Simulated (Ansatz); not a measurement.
# ZrO2: pressure series

Start from ZrO$_{2}$ in the fluorite structure (space group Fm-3m, No. 225).

```yaml
crystal:
  lattice:
    - [0.00000, 2.55794, 2.55794]
    - [2.55794, 0.00000, 2.55794]
    - [2.55794, 2.55794, 0.00000]
  atoms:
    - { symbol: Zr, position: [0.00000, 0.00000, 0.00000] }
    - { symbol: O, position: [0.25000, 0.25000, 0.25000] }
    - { symbol: O, position: [0.75000, 0.75000, 0.75000] }
```

Cell and atoms are relaxed at each pressure.

The values are results of PBE in Ansatz (plane waves to 420 eV, PAW, without spin-orbit coupling), earlier PAW set, not measurements.

Candidates:
(a) pressure 4.5 GPa
(b) pressure 30 GPa
(c) pressure 15 GPa
(d) pressure −2 GPa
(e) pressure 0.9 GPa

Base values:

```
Property               Value
-------------------  -------
Smallest direct gap  3.75 eV
```

**Question.** Order them by smallest direct gap, lowest first.

**Answer.** (d) pressure −2 GPa (3.72 eV), (e) pressure 0.9 GPa (3.76 eV), (a) pressure 4.5 GPa (3.81 eV), (c) pressure 15 GPa (3.95 eV), (b) pressure 30 GPa (4.12 eV)

Load acts through the strain it causes; cell and atoms are relaxed under it. Stability against distortions was not tested. Competing high-pressure phases were not computed. This is not the structure that ZrO2 has at room temperature and ambient pressure.

Ansatz is a quantum-chemistry and plane-wave program.
